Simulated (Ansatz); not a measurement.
**InSb under a change: isotropic strain −2.50 %**

The reference is InSb in the zinc blende structure (space group F-43m, No. 216; a = 6.635 Å).

It is then changed as follows: the cell is scaled by 0.9750 in all directions; the atoms relax in the strained cell.

Calculations: PBE (Ansatz, a first-principles code, PAW, scalar-relativistic without spin-orbit coupling). Γ-centred 12×12×12 mesh, Fermi–Dirac width 0.05 eV.

```csv
quantity,base,changed,shift
volume per atom,36.51 Å³,33.84 Å³,-2.67 Å³
space group,F-43m (No. 216),F-43m (No. 216),–
shortest interatomic distance,287.3 pm,280.1 pm,-7.2 pm
energy relative to the base (free energy F),0 meV/atom,+26 meV/atom,+26 meV/atom
pressure,0.0 GPa,3.4 GPa,+3.4 GPa
band gap,zero,zero,–
```

With Sb present, leaving out spin-orbit coupling can change the band edges. Whether these cells are dynamically stable was not tested. All final runs are without spin polarisation. The zero or small gap of InSb can change with the level of theory.
